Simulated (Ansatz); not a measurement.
The reference is BaTiO$_{3}$ in the cubic perovskite structure (space group Pm-3m, No. 221; a = 3.935 Å). Axes: x, y, z lie along the cube axes.

The values are results of LDA (Ansatz, a program for electronic structure, PAW, no SOC), not measurements.

Base values:

| Item | Value |
|---|---|
| Smallest direct gap | 1.87 eV |
| Band gap | 1.83 eV |
| Shortest interatomic distance | 1.967 Å |

It is then changed as follows: compressive biaxial strain of 1.80 % in the plane normal to [001], as in epitaxy on a mismatched substrate; the out-of-plane cell vector and the atoms relax.

Problem. What happens to the out-of-plane strain, smallest direct gap, band gap and shortest interatomic distance?

Solution. The out-of-plane strain comes out as +1.29 %; the smallest direct gap drops by 0.02 eV to 1.85 eV; the band gap shrinks by 0.035 eV, from 1.83 eV to 1.79 eV; the shortest interatomic distance decreases by 0.035 Å (1.967 Å → 1.932 Å).

Stability against distortions was not tested. All final runs are without spin polarisation. Many cubic perovskites are stable only at high temperature; tilts and polar distortions were not tested. This is not the structure that BaTiO3 has at room temperature and ambient pressure.
